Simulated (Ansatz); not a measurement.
Abridged Ansatz (a quantum-chemistry and plane-wave program) output:

```
Pseudopotential: Mo, paw, valence charge 14
Pseudopotential: P, paw, valence charge 5
Crystal: 2 atoms, lattice volume = 27.089 Å³
Basis set: ecut = 420 eV, 515 PW (Γ), exchange–correlation on 48×48×48 points (8 copies of the dense FFT grid, shifted against one another)
Bands: 14, of which v1, the nominal top of the filled ones, is band 10 counted from 1 (9 counted from 0)
Symmetry: 48 space group operations
k-points: 120 of 3375
Functional: x = pbe(κ = 0.804, μ = 0.2195149727645171), c = pbe(β = 0.06672455060314922)
SCF iter   1: F=—  HF=-5712.449298 eV  |F-HF|=—  |Δ(HF+E_count)|=         —  Δρ=1.30e-2  dr2=4.68e-2  ethr=1.77e-3  ⟨swp⟩=5.1  Hψ=9528  notcnv=0
SCF iter   2: F=—  HF=-5712.445174 eV  |F-HF|=—  |Δ(HF+E_count)|=   4.12e-3  Δρ=8.24e-3  dr2=2.41e-2  ethr=2.46e-4  ⟨swp⟩=1.0  Hψ=2642  notcnv=0
SCF 1 converged in 7 iterations: F = -5712.440399 eV  dr2 = 2.02e-12
SCF converged after 7 iterations
Free energy (F): -5712.440399 eV
Internal energy: -5712.427806 eV  (E = F + TS)
E sigma→0 (E₀):  -5712.434103 eV
Entropy (-TS):   -0.012593 eV (-6.297 meV/atom)
Fermi energy:    18.337955 eV
--- Forces (eV/Å), atoms counted from 1 ---
  atom   1  Mo    -0.00000000     0.00000000    -0.00000000
  atom   2  P     -0.00000000    -0.00000000     0.00000000
--- Stress (GPa, compression-positive) ---
       -0.000032       0.000000       0.000000
        0.000000      -0.000032       0.000000
        0.000000       0.000000      -0.000032
  P = ⅓ Tr σ = -0.0000 GPa (-0.000 kbar)
```

Q: What was computed, and what are the main results?

A: MoP, 2 atoms in the cell, with DFT with PBE, PAW potentials and a 420 eV plane-wave cutoff in Ansatz, no spin-orbit coupling. The last SCF converged to F = -5712.440399 eV, or -2856.2202 eV per atom, at a pressure of 0.00 GPa. The total energy compares only with runs of the same code, potentials and settings.

Whether these cells are dynamically stable was not tested. The final runs are not spin-polarised. An odd electron count without spin: MoP. The cell is MoP in the CsCl type structure (space group Pm-3m, No. 221; a hypothetical phase, not in the database extracts checked).
